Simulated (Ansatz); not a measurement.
The starting structures come from a database of crystals and need not be the phases stable at ambient conditions.

Here is the system:

```
Cd3Cl2O2
1.0
    6.69893     0.00000     0.00000
   -2.80257     8.89242     0.00000
    2.80257    -3.76590     4.39385
Cd Cl O
6 4 4
Direct
  0.77065   0.12705   0.71477
  0.22935   0.87295   0.28523
  0.72935   0.62705   0.03933
  0.27065   0.37295   0.96067
  0.50000   0.50000   0.50000
  0.00000   0.00000   0.00000
  0.06679   0.36423   0.55586
  0.93321   0.63577   0.44414
  0.43321   0.86423   0.67260
  0.56679   0.13577   0.32740
  0.56337   0.38637   0.05384
  0.43663   0.61363   0.94616
  0.93663   0.88637   0.21890
  0.06337   0.11363   0.78110
```

Space group of this cell: P2_1/c. The cell is taken as given; by r2SCAN its mean pressure is -0.8 GPa.

Transport runs along the normal of the first two printed cell vectors.

The gap is the functional's own, uncorrected, and κ follows it; spin-orbit coupling is left out. Mid-gap values are interpolated between the computed energies.

Question: Predict the band gap and the smallest decay constant κ at mid-gap from Ansatz (an electronic-structure program) with r2SCAN.

Answer: Gap 1.75 eV on a 6×8×8 mesh; κ = 0.195 1/Å, at the zone centre.
